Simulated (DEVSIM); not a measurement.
Structure: Ti/SiO2/p-InP capacitor, at 300 K.

```csv
layer (left to right),material,thickness (nm),Na (cm⁻³)
1,SiO2,1.00,-
2,InP,530,1.4e18
```

Metal gate on the left, work function 4.33 eV. Fixed charge at the semiconductor interface 0 cm⁻² (in units of +e); no interface traps.

Constants are typed, rounded textbook-type inputs, not results; the design itself was drawn at random and stands for no fabricated device. Values at 300 K.

```tsv
parameter	SiO2	InP
gap (eV)	9	1.344
affinity (eV)	0.9	4.38
permittivity	3.9	12.5
Nc (cm⁻³)	-	5.7e17
Nv (cm⁻³)	-	1.1e19
```

Model (solved in DEVSIM): 1D Poisson equation in equilibrium, Boltzmann statistics, complete ionisation; no quantum confinement or tunnelling. Metal contacts follow the ideal Schottky-Mott rule: no Fermi-level pinning, no interface dipoles.

The substrate doping was swept, all else fixed.

```tsv
substrate doping (cm^-3)	minimum of the low-frequency capacitance (μF/cm²)	flat-band voltage (V)
7e16	0.0776	-1.26
1.4e17	0.108	-1.28
2.8e17	[?]	-1.30
7e17	0.222	-1.32
1.4e18	0.303	-1.34
2.8e18	0.406	-1.36
```

Q: What belongs in the gaps?

A: 
- 2.8e17, minimum of the low-frequency capacitance (μF/cm²): 0.146
